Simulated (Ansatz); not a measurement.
Hypothetical P4_2/mnm MgO, pressure series

Base system: MgO (space group P4_2/mnm, No. 136; a hypothetical phase, not in the database extracts checked).

```xyz
8
Lattice="5.5103 0.0000 0.0000 0.0000 5.5103 0.0000 0.0000 0.0000 3.2763" Properties=species:S:1:pos:R:3 pbc="T T T"
Mg     1.7661     3.7441     0.0000
Mg     3.7441     1.7661     0.0000
Mg     4.5213     4.5213     1.6382
Mg     0.9890     0.9890     1.6382
O      1.7444     1.7444     0.0000
O      3.7658     3.7658     0.0000
O      1.0107     4.4996     1.6382
O      4.4996     1.0107     1.6382
```

Cell and atoms are relaxed at each pressure.

Level of theory: PBEsol/PAW in Ansatz (a first-principles code), no spin-orbit coupling.

| case | lattice parameter a | band gap | smallest direct gap | electron mass |
|---|---|---|---|---|
| base | 5.510 Å | 3.36 eV | 3.37 eV | 0.36 mₑ along c, 0.34 mₑ across (at Γ) |
| pressure −2 GPa | 5.556 Å | 3.28 eV | 3.29 eV | 0.36 mₑ along c, 0.34 mₑ across (at Γ) |
| pressure −1 GPa | 5.533 Å | [?] | [?] | 0.36 mₑ along c, 0.34 mₑ across (at Γ) |
| pressure 0.3 GPa | 5.504 Å | 3.37 eV | [?] | 0.36 mₑ along c, 0.34 mₑ across (at Γ) |
| pressure 0.7 GPa | 5.495 Å | 3.38 eV | 3.40 eV | 0.36 mₑ along c, 0.34 mₑ across (at Γ) |
| pressure 1.5 GPa | 5.477 Å | 3.41 eV | 3.43 eV | – |
| pressure 3 GPa | 5.443 Å | 3.47 eV | 3.48 eV | 0.37 mₑ along c, 0.35 mₑ across (at Γ) |
| pressure 5 GPa | 5.396 Å | 3.53 eV | 3.55 eV | 0.37 mₑ along c, 0.35 mₑ across (at Γ) |
| pressure 7.5 GPa | 5.334 Å | 3.61 eV | 3.64 eV | 0.37 mₑ along c, 0.35 mₑ across (at Γ) |
| pressure 10 GPa | 5.244 Å | [?] | 3.69 eV | 0.38 mₑ along c, 0.35 mₑ across (at Γ) |

Problem. Fill in the withheld entries from the trend.

Solution. 
- pressure −1 GPa, band gap: 3.32 eV
- pressure −1 GPa, smallest direct gap: 3.33 eV
- pressure 0.3 GPa, smallest direct gap: 3.38 eV
- pressure 10 GPa, band gap: 3.67 eV

Load acts through the strain it causes; cell and atoms are relaxed under it. Effective masses come from finite differences of ±0.01 Å⁻¹. Whether these cells are dynamically stable was not tested. Competing high-pressure phases were not computed.
